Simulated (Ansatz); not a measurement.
Si (model structure, started from the Ge type, P4₃2₁2, No. 96, 12 atoms in the cell)

Method: PBEsol (Ansatz, an electronic-structure program, PAW).

Numerical settings: plane-wave cutoff 520 eV, 6×6×6 k mesh, Fermi–Dirac smearing 0.01 eV, scalar-relativistic PAW data made under PBE.

Cell (relaxed at this level):

```xyz
12
Lattice="5.6337 0.0000 0.0000 0.0000 5.6337 0.0000 0.0000 0.0000 6.7248" Properties=species:S:1:pos:R:3 pbc="T T T"
Si     0.4675     0.4675     0.0000
Si     2.3494     3.2844     5.0436
Si     5.1662     5.1662     3.3624
Si     3.2844     2.3494     1.6812
Si     0.9388     2.0864     1.6665
Si     0.7305     3.7557     6.7101
Si     4.6949     3.5474     5.0289
Si     4.9032     1.8781     3.3477
Si     3.7557     0.7305     0.0147
Si     3.5474     4.6949     1.6959
Si     1.8781     4.9032     3.3771
Si     2.0864     0.9388     5.0583
```

| Property | Value |
|---|---|
| band gap | 1.02 eV (indirect) |
| smallest direct gap on the k points sampled | 1.35 eV |

Note: the relaxation could raise the start's symmetry but not lower it, so the cell can be a saddle point.

Computed values are for the static lattice.

Computing time: about 60 core-seconds (a rough figure).

A model structure was made by putting elements into a prototype or built by hand; it is no filed structure, need not be a known phase, and can be a saddle point held by its symmetry.
